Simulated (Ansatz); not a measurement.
Ru2Si, pressure series

The reference is Ru2Si (space group Pnma, No. 62; a = 5.235 Å, b = 3.991 Å, c = 7.387 Å; a cell from a computed database, its experimental status unchecked).

Cell and atoms are relaxed at each pressure.

Calculations: plane-wave PAW DFT at the PBEsol level (Ansatz, a program for electronic structure, 420 eV), no SOC.

Two rows of this table had their results exchanged by mistake.

```tsv
pressure	volume per atom (Å³)	shortest distance (Å)	band gap
pressure −2 GPa	12.96	2.439	zero
pressure −1 GPa	12.91	2.437	zero
pressure 0.3 GPa	12.85	2.433	zero
pressure 0.7 GPa	12.83	2.433	zero
pressure 1.5 GPa	12.80	2.431	zero
pressure 3 GPa	12.73	2.427	zero
pressure 5 GPa	12.45	2.412	zero
pressure 7.5 GPa	12.55	2.417	zero
pressure 10 GPa	12.65	2.423	zero
```

Q: Which two?

A: The rows for pressure 5 GPa and pressure 10 GPa: the volume has to fall steadily with pressure, so 12.65 Å³ belongs to pressure 5 GPa and 12.45 Å³ to pressure 10 GPa.

Load acts through the strain it causes; cell and atoms are relaxed under it. No phonon test of stability was made. No other phases were tried under pressure. All final runs are without spin polarisation.
